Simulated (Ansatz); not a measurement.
Base system: W in the bcc (W type) structure (space group Im-3m, No. 229; a = 3.1353 Å; relaxed with 0.1 eV smearing).

Method: LDA (Ansatz, an electronic-structure program; PAW; 420 eV plane waves; without spin-orbit coupling).

Strains are applied to the cell and any free atomic positions relax.

One change was made to it. Results:

```tsv
quantity	base	after
pressure	0.0 GPa	29.8 GPa
energy relative to the base (free energy F)	0 meV/atom	+98 meV/atom
band gap	zero	zero
```

### Question
Which of these changes matches the shifts?
A) isotropic strain −2.00 %
B) isotropic strain −2.50 %
C) isotropic strain +1.50 %
D) isotropic strain −1.00 %

### Answer
B, isotropic strain −2.50 %. For comparison, the energy relative to the base in the other runs: isotropic strain −1.00 % gives +15 meV/atom; isotropic strain +1.50 % gives +31 meV/atom; isotropic strain −2.00 % gives +62 meV/atom.

Whether these cells are dynamically stable was not tested. The final runs are not spin-polarised.
